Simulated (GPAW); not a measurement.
σxx against uniaxial strain in fcc Pd (space group 225): C11 (GPAW, PBEsol)

```yaml
crystal:
  lattice:
    - [0.00000, 1.93914, 1.93914]
    - [1.91005, 0.00000, 1.93914]
    - [1.91005, 1.93914, 0.00000]
  atoms:
    - { symbol: Pd, position: [0.00000, 0.00000, 0.00000] }
```

Method: PBEsol, GPAW PAW datasets PBEsol (made by gpaw-setup) (plane waves; GPAW). Settings: mode = pw; ecut = 585 eV; xc = PBEsol; kpts = 38 38 38; mesh shift (steps) = 0 0 0; occupations.name = fermi-dirac; occupations.width = 0.05 eV; nbands = -5; convergence.density = 1e-06 e/electron; convergence.energy = 1e-06 eV/electron; symmetry.symmorphic = false; symmetry.tolerance = 0.0005; maxiter = 150. The cell above is the first row's. The rows stretch one cube axis (x) by the strain ε and hold the other two. Stress is positive in tension. In all rows the k mesh is held.

```
ε (%)  σxx (GPa)
-----  ---------
-1.5       -3.87
-1.0       -2.55
-0.5       -1.27
0.0        -0.03
0.5         1.17
1.0         2.34
1.5         3.47
2.0            ?
```

Taking a parabola for σxx over the 7 complete rows: Least squares gives σxx = -0.030 + 2.4457·ε - 0.0752·ε². Residuals (row less fit): -0.002, 0.001, 0.002, 0.000, -0.004, -0.001, 0.001; standard error 0.003 (degrees of freedom: 4). The slope at ε = 0, 2.4457 GPa per cent, gives C11 ≈ 100 × 2.4457 = 245 GPa, for the static lattice.

Question: What does the fit predict for σxx at ε = 2.0, and how far is the calculated value from it?

Answer: σxx = -0.030 + 2.4457 × 2.0 - 0.0752 × 2.0² = 4.561 GPa. The calculation gives 4.56 GPa, which the fit meets to the printed digits. The row lies outside the fitted rows, so this is an extrapolation.

Carrying the step between the two nearest rows on in a straight line would have given 4.60, off by 0.04; series whose last step already gives the withheld value aren't shown. The reference cell has the volume at which an earlier scan in this program and functional put its minimum by a fit. The unstrained cell stands at a pressure of 0.03 GPa, and the constants belong to that pressure. Spin polarisation is off. Without a gap such slopes are sensitive to mesh and smearing. Cutoffs and mesh are single choices, not tested for convergence of this quantity. Series with a scatter that would blur these digits, or in which a gap closes, are not shown. Strain series were run only where this level's volume lies within 10 % of a first guess from the measured size.
